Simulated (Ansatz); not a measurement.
The reference is InP in the zinc blende structure (space group F-43m, No. 216; a = 5.907 Å).

One thing is altered: a hydrostatic pressure of 75 GPa.

Level of theory: r2SCAN, PAW, 500 eV (Ansatz, an electronic-structure program; spin-orbit coupling left out).

Base, band edges from the VBM (valence, conduction): X -2.33, 2.04; W -2.90, 4.57; L -0.97, 1.80; Γ 0.00, 1.03; K -1.94, 2.65; U -1.94, 2.65 eV.

Problem. Give the band edges at the high-symmetry points of the new zone, measured from its valence-band maximum.

Solution. 
| point | valence edge (eV) | conduction edge (eV) |
|---|---|---|
| Γ | 0.00 | 3.15 |
| X | -4.34 | 1.04 |
| U | -3.65 | 1.93 |
| K | -3.65 | 1.93 |
| L | -1.87 | 2.65 |
| W | -5.33 | 4.32 |

The gap is 1.04 eV, indirect, Γ → X.

Load acts through the strain it causes; cell and atoms are relaxed under it. Stability against distortions was not tested. Measured, InP leaves this structure (for rock salt) near 9.8 GPa (temperature not stated; as listed in Datta, Sujoy, Jana, Debnarayan, arXiv (2020)).
